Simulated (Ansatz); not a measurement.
The parent structure is MgSnO₃ (space group R-3, No. 148; a = 5.2787 Å, c = 14.1070 Å (hexagonal axes); a cell from a computed database, its experimental status unchecked).

All numbers come from DFT with PBEsol, PAW potentials and a 420 eV plane-wave cutoff in Ansatz (a quantum-chemistry and plane-wave program), no spin-orbit coupling.

One change was made to it. Results:

| quantity | base | after |
|---|---|---|
| c/a ratio | 2.672 | 2.656 |
| band gap | 2.74 eV | 2.92 eV |
| smallest direct gap | 2.94 eV | 3.10 eV |
| volume per atom | 11.35 Å³ | 11.00 Å³ |

Task: What was done to the base?
A. pressure 5 GPa
B. pressure 10 GPa
C. pressure 0.7 GPa
D. pressure −2 GPa

Result: A, pressure 5 GPa. For comparison, the band gap in the other runs: pressure −2 GPa gives 2.66 eV; pressure 0.7 GPa gives 2.77 eV; pressure 10 GPa gives 3.08 eV.

Load acts through the strain it causes; cell and atoms are relaxed under it. Whether these cells are dynamically stable was not tested. Competing high-pressure phases were not computed.
